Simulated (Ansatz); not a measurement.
NaCaF3 (model structure, started from the cubic perovskite type, Pm-3m, No. 221, 5 atoms in the cell) was calculated with PBEsol in Ansatz (PAW).

Run with plane-wave cutoff 520 eV, 8×8×8 k mesh, Fermi–Dirac smearing 0.01 eV, scalar-relativistic PAW data made under PBE.

Cell (relaxed with PBEsol):

Space group Pm-3m (No. 221); a = 4.372 Å, b = 4.372 Å, c = 4.372 Å, α = 90.00°, β = 90.00°, γ = 90.00°

```json
[
 {"atom": "Na", "site": "1a", "symmetry": "m-3m", "x": "0.0000", "y": "0.0000", "z": "0.0000"},
 {"atom": "Ca", "site": "1b", "symmetry": "m-3m", "x": "0.5000", "y": "0.5000", "z": "0.5000"},
 {"atom": "F", "site": "3c", "symmetry": "4/mm.m", "x": "0.0000", "y": "0.5000", "z": "0.5000"}
]
```

Q: Give the computed band gap and smallest direct gap on the k points sampled.

A: 
- band gap = 5.11 eV (indirect)
- smallest direct gap on the k points sampled = 5.26 eV

Note: the relaxation could raise the start's symmetry but not lower it, so the cell can be a saddle point.

The computed numbers hold no vibrational or temperature effects.

It cost very roughly 8 core-seconds of CPU time.

A model structure was made by putting elements into a prototype or built by hand; it is no filed structure, need not be a known phase, and can be a saddle point held by its symmetry.

Ansatz is a program for electronic structure.
